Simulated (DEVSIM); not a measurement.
System: Pd/Si3N4/n-Si capacitor, at 300 K.

```csv
layer (left to right),material,thickness (nm),Nd (cm⁻³)
1,Si3N4,21.0,-
2,Si,620,1.7e18
```

Metal gate on the left, work function 5.2 eV. Fixed charge at the semiconductor interface 0 cm⁻² (in units of +e); no interface traps.

This is a model device: material constants are rounded textbook-type values typed into the input, and sizes, dopings and lifetimes were drawn at random. Values at 300 K.

```
parameter      Si3N4       Si
-------------  -----  -------
gap (eV)         5.1    1.124
affinity (eV)    2.1     4.05
permittivity     7.5     11.7
Nc (cm⁻³)          -  2.86e19
Nv (cm⁻³)          -   3.1e19
```

DEVSIM, 1D Poisson equation in equilibrium, Boltzmann statistics, complete ionisation; no quantum confinement or tunnelling. Metal contacts follow the ideal Schottky-Mott rule: no Fermi-level pinning, no interface dipoles.

Problem. Tabulate band edges, carrier densities and field at -0.4 V on the gate.

Solution. Energies count from the Fermi level of the right contact; mesh points crowd at the junctions.

```
x (μm)    Ec (eV)  Ev (eV)  n (cm⁻³)  p (cm⁻³)  field (V/cm)
--------  -------  -------  --------  --------  ------------
0.000       3.500   -1.600     < 1e2     < 1e2       -570000
0.001154    3.434   -1.666     < 1e2     < 1e2       -570000
0.003324    3.311   -1.790     < 1e2     < 1e2       -570000
0.007406    3.078   -2.022     < 1e2     < 1e2       -570000
0.01501     2.644   -2.456     < 1e2     < 1e2       -570000
0.01843     2.449   -2.651     < 1e2     < 1e2       -570000
0.02025     2.346   -2.754     < 1e2     < 1e2       -570000
0.02158     0.332   -0.792    7.6e13   1500000       -350000
0.02338     0.273   -0.851    7.4e14    160000       -300000
0.02705     0.180   -0.944    2.7e16      4300       -210000
0.03450     0.090   -1.034    8.7e17       130        -50000
0.05633     0.073   -1.051    1.7e18     < 1e2           -61
0.09400     0.073   -1.051    1.7e18     < 1e2           ≈ 0
0.1706      0.073   -1.051    1.7e18     < 1e2           ≈ 0
0.3881      0.073   -1.051    1.7e18     < 1e2           ≈ 0
0.5171      0.073   -1.051    1.7e18     < 1e2           ≈ 0
0.5806      0.073   -1.051    1.7e18     < 1e2           ≈ 0
0.6119      0.073   -1.051    1.7e18     < 1e2           ≈ 0
0.6300      0.073   -1.051    1.7e18     < 1e2           ≈ 0
0.6362      0.073   -1.051    1.7e18     < 1e2           ≈ 0
0.6392      0.073   -1.051    1.7e18     < 1e2           ≈ 0
0.6410      0.073   -1.051    1.7e18     < 1e2           ≈ 0
```
